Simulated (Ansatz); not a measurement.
Reference: InP (F-43m), PBEsol with spin-orbit coupling, rigid bands (plane waves, PAW; Ansatz, an electronic-structure program); axes and stresses refer to this cell.

```xyz
2
Lattice="0.0000 2.9392 2.9392 2.9392 0.0000 2.9392 2.9392 2.9392 0.0000" Properties=species:S:1:pos:R:3 pbc="T T T"
In     0.0000     0.0000     0.0000
P      1.4696     1.4696     1.4696
```

The hole conductivity mass is 0.56 mₑ and the Seebeck coefficient, p-type 1e19 cm⁻³ is 317 μV/K. The band gap is 0.54 eV.

```csv
Change,hole conductivity mass,"Seebeck coefficient, p-type 1e19 cm⁻³",band gap
biaxial stress xx = yy = 2 GPa (compression positive),?,279 μV/K,0.57 eV
hydrostatic pressure -2 GPa,0.58 mₑ,321 μV/K,0.37 eV
hydrostatic pressure 10 GPa,?,304 μV/K,?
hydrostatic pressure 2 GPa,0.54 mₑ,314 μV/K,0.69 eV
uniaxial stress zz = -1 GPa (compression positive),0.48 mₑ,294 μV/K,0.48 eV
uniaxial stress zz = 1 GPa (compression positive),0.39 mₑ,253 μV/K,?
```

**Question.** Complete the blanks.

**Answer.** 
- biaxial stress xx = yy = 2 GPa (compression positive), hole conductivity mass: 0.41 mₑ
- hydrostatic pressure 10 GPa, hole conductivity mass: 0.49 mₑ
- hydrostatic pressure 10 GPa, band gap: 1.15 eV
- uniaxial stress zz = 1 GPa (compression positive), band gap: 0.51 eV

Masses are for dilute carriers at 300 K, harmonic means over directions unless an axis is named. Seebeck coefficients are for the stated density at 300 K, with one relaxation time for all states and whether or not that doping can be reached. Stresses and pressures are the targets of the relaxation.  The structure type is held under load, also where the real crystal would transform.
